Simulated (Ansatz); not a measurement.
Pressure series in hypothetical rock salt FeGe

The parent structure is FeGe in the rock salt structure (space group Fm-3m, No. 225; a = 4.9460 Å; ferromagnetic; a hypothetical phase, not in the database extracts checked).

Cell and atoms are relaxed at each pressure.

All numbers come from PBE in Ansatz (plane waves to 420 eV, PAW, no spin-orbit coupling), earlier PAW set.

Q: Only one of these ends up magnetic. Which?
(A) pressure 60 GPa
(B) pressure 45 GPa
(C) pressure 1.8 GPa

A: C, pressure 1.8 GPa. Computed: pressure 60 GPa: non-magnetic; pressure 45 GPa: non-magnetic; pressure 1.8 GPa: ferromagnetic

The magnetic state is the one reached from the starting moments; the real material's order can differ, and small cells can't hold many antiferromagnetic ones. Load acts through the strain it causes; cell and atoms are relaxed under it. Whether these cells are dynamically stable was not tested. Competing high-pressure phases were not computed. Starting moments died away, wholly or in part, for pressure 60 GPa and pressure 45 GPa; another magnetic solution may exist.

Ansatz is a quantum-chemistry and plane-wave program.
